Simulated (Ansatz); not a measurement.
System: fluorite PtAl2. Method: LDA in Ansatz (plane waves, PAW).

Numerical settings: plane-wave cutoff 520 eV, 16×16×16 k mesh, Fermi–Dirac smearing 0.05 eV, scalar-relativistic PAW data made under PBE.

Energies at three volumes about the minimum:

```
V (Å³/atom)  E − E_lowest (meV/atom)
-----------  -----------------------
16.377                          3.15
16.711                          0.00
17.045                          2.93
```

**Question.** Fit a parabola by hand: where is the minimum, what lattice constant follows, and what is the bulk modulus?

**Answer.** Slopes: (0.00 − 3.15)/(16.711 − 16.377) = -9.431 and (2.93 − 0.00)/(17.045 − 16.711) = 8.772 meV/Å³. Curvature E″ = 2 × (8.772 − (-9.431))/(17.045 − 16.377) = 54.500 meV/Å⁶. From the middle of the first interval, the slope vanishes at V0 = 16.5440 − (-9.431)/54.500 = 16.717 Å³/atom. B = V0 E″ = 16.717 × 54.500 meV/Å³ × 0.1602 GPa per meV/Å³ = 146 GPa. With 12 atoms in the cube, a = (12 × 16.717)^(1/3) = 5.854 Å. The full Birch–Murnaghan fit to all volumes gives V0 = 16.711 Å³/atom and B0 = 145 GPa.

Measured, for comparison: lattice constant a 5.91 Å (temperature not stated, copied from a table, unchecked, no zero-point or thermal correction; as tabulated in Crystal Structures 1, 239 (1963)).

Ansatz is a program for electronic structure.
